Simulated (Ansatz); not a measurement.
The starting structures come from a database of crystals and need not be the phases stable at ambient conditions.

 Where the default PAW files enter, the runs use the earlier of Ansatz's two default sets.

## Evanescent states of MoS₂ (P-6m2, not sure to be the ambient phase, 3 atoms a cell, 19.0 Å³ an atom, 2 GPa at this level) along the normal of (101)

Method: r2SCAN (plane waves, PAW; Ansatz, a program for electronic structure).

The gap is the functional's own. No spin-orbit coupling. Mid-gap values are interpolated on the energy grid.

Energies count from the valence-band top; κ is the least over a 10×4 mesh across the current.

| E (eV) | κ (1/Å) | where |
|---|---|---|
| 0.04 | 0.110 | off Γ |
| 0.12 | 0.190 | off Γ |
| 0.20 | 0.227 | off Γ |
| 0.28 | 0.231 | off Γ |
| 0.36 | 0.234 | off Γ |
| 0.44 | 0.235 | off Γ |
| 0.52 | 0.234 | off Γ |
| 0.60 | 0.233 | off Γ |
| 0.68 | 0.230 | off Γ |
| 0.76 | 0.225 | off Γ |
| 0.84 | 0.219 | off Γ |
| 0.92 | 0.212 | off Γ |
| 1.00 | 0.202 | off Γ |
| 1.08 | 0.190 | off Γ |
| 1.16 | 0.175 | off Γ |
| 1.24 | 0.143 | off Γ |

Question: How thick must the barrier be to attenuate the transmission by 10^8 when the electrodes' Fermi level lies at 0.28 eV, and what attenuation does that film give at 0.84 eV?

Answer: d = 8 ln 10 / (2 × 0.231) = 39.9 Å. At 0.84 eV it gives 8 × 0.219/0.231 = 7.6 decades.
